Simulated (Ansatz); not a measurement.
The parent structure is BP in the zinc blende structure (space group F-43m, No. 216; a = 4.520 Å). Axes: x, y, z lie along the cube axes.

Now apply this change: compressive biaxial strain of 0.91 % in the plane normal to [001], as in epitaxy on a mismatched substrate; the out-of-plane cell vector and the atoms relax.

Levels (all Ansatz, a program for electronic structure, PAW): PBEsol (420 eV, without spin-orbit coupling); r2SCAN (500 eV, no spin-orbit coupling).

The geometry is relaxed with PBEsol.

| Property | Value |
|---|---|
| PBEsol width of the top valence band | 5.73 eV |
| PBEsol lowest conduction level above the VBM at special points | X 1.08 eV; M 1.23 eV; S 2.11 eV; S₀ 2.11 eV |
| PBEsol pressure | 2.44 GPa |
| PBEsol electron mass | 1.3 mₑ along k, 0.22 mₑ across (off the special points) |

With r2SCAN at the same geometry, the width of the top valence band rises by 0.213 eV to 5.95 eV; the lowest conduction level above the VBM at special points goes from X 1.08 eV; M 1.23 eV; S 2.11 eV; S₀ 2.11 eV to X 1.35 eV; M 1.51 eV; S 2.46 eV; S₀ 2.46 eV; the pressure grows by 1.977 GPa, from 2.44 GPa to 4.41 GPa; the electron mass is still 1.3 mₑ along k, 0.22 mₑ across (off the special points).

Single points use the geometry relaxed with PBEsol. Their cutoffs differ, which shifts pressures a little. The levels and masses belong to the bands next to the band gap. Effective masses come from finite differences of ±0.01 Å⁻¹. Along k means along the line from Γ to the band edge. Whether these cells are dynamically stable was not tested. Labels are those of the standard path for the cell's own space group.
